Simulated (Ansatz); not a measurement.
## PtCd (P4/mmm): resistivity and electron-phonon coupling

```xyz
2
Lattice="2.9405 0.0000 0.0000 0.0000 2.9405 0.0000 0.0000 0.0000 3.8454" Properties=species:S:1:pos:R:3 pbc="T T T"
Cd     0.0000     0.0000     0.0000
Pt     1.4702     1.4702     1.9227
```

The numbers are results of PBEsol, DFPT electron-phonon coupling, linearised Boltzmann equation (plane waves, PAW, scalar-relativistic; Ansatz, a quantum-chemistry and plane-wave program), not measurements. Geometry: relaxed with this functional, without spin-orbit coupling.

resistivity at 300 K: 4.3 (x), 4.3 (y), 2.6 (z) μΩ·cm
resistivity at 77 K: 0.87 (x), 0.87 (y), 0.51 (z) μΩ·cm
electron mean free path at 300 K (weighted by the current that each state carries): 31 (x), 31 (y), 36 (z) nm
electron-phonon coupling λ: 0.153
transport coupling λ_tr: 0.167 (x), 0.167 (y), 0.150 (z)
logarithmic mean phonon energy: 10.1 meV
density of states at the Fermi level: 0.27 states/(eV·spin·cell)
Drude plasma energy: 6.6 (x), 6.6 (y), 8.2 (z) eV
Tc for μ* = 0.10 (anisotropic Eliashberg): below 1 K
Tc for μ* = 0.13 (anisotropic Eliashberg): below 1 K

A metal at this level (no band gap). Only scattering by harmonic phonons is included (no impurities, grain boundaries, electron-electron scattering or thermal expansion). Spin-orbit coupling is left out, which matters with elements this heavy. The run warned that the eigensolver left some states short of its tolerance. Halving the electron mesh (28x28x24) moves the resistivity by up to 5 % at 300 K, the mean free path by up to 1 %, the coupling by up to 1 %. Smearing 0.20 eV; phonons on a 5x5x4 q mesh, which this run doesn't test and which matters most at low temperature. Tc comes from the anisotropic Migdal-Eliashberg equations with μ*, a chosen number, referred to 12.0 meV.

Computed structure with no diffraction record at hand here (it may be known, metastable or hypothetical): PtCd (P4/mmm).
